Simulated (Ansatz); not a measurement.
The parent structure is Pd in the fcc (Cu type) structure (space group Fm-3m, No. 225; relaxed with 0.1 eV smearing).

```xyz
1
Lattice="0.0000 1.9389 1.9389 1.9389 0.0000 1.9389 1.9389 1.9389 0.0000" Properties=species:S:1:pos:R:3 pbc="T T T"
Pd     0.0000     0.0000     0.0000
```

Cartesian axes are those of the cell as printed.

All numbers come from PBEsol, PAW, 420 eV (Ansatz, a first-principles code; no SOC).

For the base:

```
Quantity   Result
--------  -------
Pressure  0.0 GPa
```

Now apply this change: a pure shear with ε_xy = ε_yx = 0.0143, atoms relaxed at fixed cell.

### Question
Predict the new energy relative to the base.

### Answer
The energy grows by 3.2 meV/atom.

### Question
What happens to the pressure?

### Answer
The pressure (mean of the normal stresses, compression positive) goes from zero to 0.2 GPa.

The cells carry an imposed strain or load. No phonon test of stability was made. All final runs are without spin polarisation.
